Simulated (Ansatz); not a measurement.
Consider GaN in the zinc blende structure (space group F-43m, No. 216).

```yaml
crystal:
  lattice:
    - [0.00000, 2.24914, 2.24914]
    - [2.24914, 0.00000, 2.24914]
    - [2.24914, 2.24914, 0.00000]
  atoms:
    - { symbol: N, position: [0.75000, 0.75000, 0.75000] }
    - { symbol: Ga, position: [0.00000, 0.00000, 0.00000] }
```

The values are results of PBEsol (Ansatz, a first-principles code), scalar-relativistic without spin-orbit coupling, earlier PAW set, not measurements.

Carriers are added at fixed cell with a uniform background; the Fermi–Dirac width is that of 300 K.

One change was made to it. Results:

```tsv
quantity	base	after
Fermi level relative to the doped band's edge (positive inside the band; to 0.05 eV)	–	+1.25 eV
gap between the host's bands	1.70 eV	1.69 eV
gap character	direct at Γ	direct at Γ
```

Q: What was done to the base?
(A) holes 1.0×10^21 cm⁻³
(B) electrons 1.0×10^21 cm⁻³
(C) holes 5.0×10^20 cm⁻³
(D) electrons 2.0×10^22 cm⁻³
(E) electrons 5.0×10^20 cm⁻³

A: B, electrons 1.0×10^21 cm⁻³. For comparison, the Fermi level from band edge in the other runs: electrons 5.0×10^20 cm⁻³ gives +0.90 eV; holes 5.0×10^20 cm⁻³ gives +0.05 eV; electrons 2.0×10^22 cm⁻³ gives +2.85 eV; holes 1.0×10^21 cm⁻³ gives +0.10 eV.

Charged cell with a jellium background: band edges are those of the host's band count, energies are not comparable with the neutral cell, and many-body gap narrowing is missing. Whether these cells are dynamically stable was not tested. This is not the structure that GaN has at room temperature and ambient pressure.
